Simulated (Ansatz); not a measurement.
SnI2 (within 0.1 Å of C2/m, No. 12; cell taken from a computed entry)

The numbers are results of PBEsol (plane waves, PAW; Ansatz, a quantum-chemistry and plane-wave program), not measurements.

Run with plane-wave cutoff 520 eV, 8×6×4 k mesh (along the axes of the cell as run), Fermi–Dirac smearing 0.01 eV, scalar-relativistic PAW data made under PBE.

Cell: relaxed with PBEsol: a = 14.1788 Å, b = 4.3894 Å, c = 10.7964 Å, α = 90.00°, β = 92.38°, γ = 90.00°.

For SnI2 (within 0.1 Å of C2/m, No. 12; cell taken from a computed entry), the band gap is 1.51 eV, the smallest direct gap on the k points sampled is 1.77 eV and the Γ–Γ gap comes out as 2.09 eV.

Note: this cell isn't known to be the ambient phase, and symmetry holds it in the calculation.

Spin–orbit coupling is not included; with these elements it can move the gap by several tenths of an eV or more.

Static lattice: no zero-point or thermal effects.
